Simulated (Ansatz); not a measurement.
An Ansatz (a quantum-chemistry and plane-wave program) input (r2SCAN, PAW, 500 eV (Ansatz; spin-orbit coupling left out), earlier PAW set):

Ansatz 0.2 input:
```yaml
crystal:
  lattice:
    - [0, 3.5284049024, 3.5284049024]
    - [3.5284049024, 0, 3.5284049024]
    - [3.5284049024, 3.5284049024, 0]
  atoms:
    - { symbol: K, position: [0, 0, 0] }
    - { symbol: Te, position: [0.5, 0.5, 0.5] }
basis: { ecutwfc: 500, ecutrho_ratio: 4, xc_grid: 4, fft_grid_basis: typed }
kpoints: { mp_grid: { grid: [12, 12, 12] } }
hamiltonian:
  xc: r2scan
  dispersion: none
  pseudopotentials: { azcp: { folder: ./paw }, kind: paw }
scf: { occupations: { method: fermi_dirac, width: 0.05 }, convergence: { dr2_threshold: 0.0000000002 } }
output: { forces: true, stress: true }
checkpoint: { write: state.ck, write_every: 1000 }
```

Which symmetry and how many k-points will the program report, and about how many plane waves at Γ?

Space group Fm-3m (ITA 225) with 48 operations, k-points 72 of 1728, and 2229 plane waves at Γ.

Whether these cells are dynamically stable was not tested. The final runs are not spin-polarised. An odd electron count without spin: KTe. The cell was made from KI by this change: I → Te; the result is a hypothetical phase, not in the database extracts checked.
